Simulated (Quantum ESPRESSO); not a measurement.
Input and output of a self-consistent single point for InSe (P6_3/mmc, 8 atoms in the cell) (Quantum ESPRESSO).

Method of the run: LDA (PZ), GBRV 1.5 ultrasoft (LDA) pseudopotentials (plane waves; Quantum ESPRESSO).

```
InSe
1.0
    3.99242     0.00000     0.00000
   -1.99621     3.45754     0.00000
    0.00000     0.00000    17.21581
In Se
4 4
Direct
  0.33333   0.66667   0.33030
  0.66667   0.33333   0.66970
  0.66667   0.33333   0.83030
  0.33333   0.66667   0.16970
  0.33333   0.66667   0.59732
  0.66667   0.33333   0.40268
  0.66667   0.33333   0.09732
  0.33333   0.66667   0.90268
```

Reference input (self-consistent single point, DFT, PBE, plane waves, GBRV 1.5 ultrasoft (PBE) pseudopotentials): ecutwfc = 40 Ry; ecutrho = 200 Ry; occupations = smearing; smearing = fermi-dirac; degauss = 0.000734986 Ry; potentials = {In: in_pbe_v1.4.uspp.F.UPF, Se: se_pbe_v1.uspp.F.UPF}; K_POINTS = automatic 5 5 1 0 0 0; conv_thr = 1e-09 Ry. This run's input differs from it in these lines:

```diff
@@ -23,4 +23,4 @@
 ATOMIC_SPECIES
-In   114.8180  in_pbe_v1.4.uspp.F.UPF
-Se    78.9710  se_pbe_v1.uspp.F.UPF
+In   114.8180  in_lda_v1.4.uspp.F.UPF
+Se    78.9710  se_lda_v1.uspp.F.UPF
 CELL_PARAMETERS {bohr}
```

The program printed (abridged):

```
     Self-consistent Calculation

     iteration #  1     ecut=    40.00 Ry     beta= 0.70

---- Real-time Memory Report at c_bands before calling an iterative solver
           288 MiB given to the printing process from OS
            90 MiB allocation reported by mallinfo(arena+hblkhd)
------------------

     total energy              =    -701.59682988 Ry
     estimated scf accuracy    <       8.33906452 Ry

     iteration #  2     ecut=    40.00 Ry     beta= 0.70

---- Real-time Memory Report at c_bands before calling an iterative solver
           345 MiB given to the printing process from OS
   [... lines left out ...]

---- Real-time Memory Report at c_bands before calling an iterative solver
           360 MiB given to the printing process from OS
           131 MiB allocation reported by mallinfo(arena+hblkhd)
------------------

     total energy              =    -705.46718117 Ry
     estimated scf accuracy    <          2.7E-09 Ry

     iteration # 10     ecut=    40.00 Ry     beta= 0.70

---- Real-time Memory Report at c_bands before calling an iterative solver
           361 MiB given to the printing process from OS
           133 MiB allocation reported by mallinfo(arena+hblkhd)
------------------
     End of self-consistent calculation

     the Fermi energy is     5.8980 ev

!    total energy              =    -705.46718117 Ry
     estimated scf accuracy    <          1.6E-10 Ry
     smearing contrib. (-TS)   =      -0.00000000 Ry
     internal energy E=F+TS    =    -705.46718117 Ry

     convergence has been achieved in  10 iterations

     Forces acting on atoms (cartesian axes, Ry/au):

     atom    1 type  1   force =     0.00000000   -0.00000000   -0.00677509
     atom    2 type  1   force =     0.00000000    0.00000000    0.00677509
     atom    3 type  1   force =     0.00000000    0.00000000   -0.00677509
     atom    4 type  1   force =     0.00000000    0.00000000    0.00677509
     atom    5 type  2   force =    -0.00000000   -0.00000000   -0.00460026
   [... lines left out ...]

     Total force =     0.016379     Total SCF correction =     0.000051

          total   stress  (Ry/bohr**3)                   (kbar)     P=      -11.02
  -0.00006940   0.00000000   0.00000000          -10.21        0.00        0.00
   0.00000000  -0.00006940  -0.00000000            0.00      -10.21       -0.00
  -0.00000000   0.00000000  -0.00008595           -0.00        0.00      -12.64

   JOB DONE.
```

The run converged in 10 iterations. Against the reference run the pressure goes from 3.08 to -1.10 GPa, the largest force goes from 0.483 to 0.174 eV/Å and the gap on the mesh goes from 0.610 to 0.370 eV.

The starting cell comes from a database of computed structures (which also holds hypothetical and non-ambient phases and stackings), without a prior relaxation at this level. Its lattice was rescaled by a random factor within 2.5 % of one.

Cost on one core of a shared machine: roughly 90 s.
